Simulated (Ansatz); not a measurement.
```xyz
12
Lattice="15.0000 0.0000 0.0000 0.0000 14.5000 0.0000 0.0000 0.0000 3.7557" Properties=species:S:1:pos:R:3 pbc="T T T"
Li     9.3800     7.2500     0.0000
F      8.4911     8.9666     0.0000
Li     6.5600     8.8782     0.0000
F      5.5179     7.2500     0.0000
Li     6.5600     5.6218     0.0000
F      8.4911     5.5334     0.0000
F      9.4821     7.2500     1.8779
Li     8.4400     8.8782     1.8779
F      6.5089     8.9666     1.8779
Li     5.6200     7.2500     1.8779
F      6.5089     5.5334     1.8779
Li     8.4400     5.6218     1.8779
```

Levels: PBE (plane waves to 420 eV, PAW; Ansatz, an electronic-structure program); r2SCAN (plane waves to 500 eV, PAW; Ansatz); Ansatz with HSE06. Unmarked values and the geometry are of the first. Mesh 1×1×8. No spin polarisation. Periodic along z alone, with about 11 Å of vacuum beside it. A hypothetical model. Only distortions within the start's symmetry and period were free. HSE06 ran on a 1×1×5 mesh and at PBE's edge points. Buckling under compression is shut out by symmetry and the short period.

### Question
Give the properties of this body.

### Answer
| Property | Result |
|---|---|
| largest distance between nuclei across the axis | 3.96 Å |
| PBE gap | 6.79 eV, nearly direct, from k = 0.375 × 2π/c to Γ |
| electron mass along the axis (PBE) | 0.95 mₑ |
| hole mass along the axis (PBE) | 2.3 mₑ |
| valence and conduction edges under the vacuum level (PBE) | 7.74 and 0.95 eV |
| r2SCAN gap at this geometry | 7.67 eV |
| HSE06 gap at this geometry | 8.60 eV |
| axial stiffness dF/dε | 48 nN |
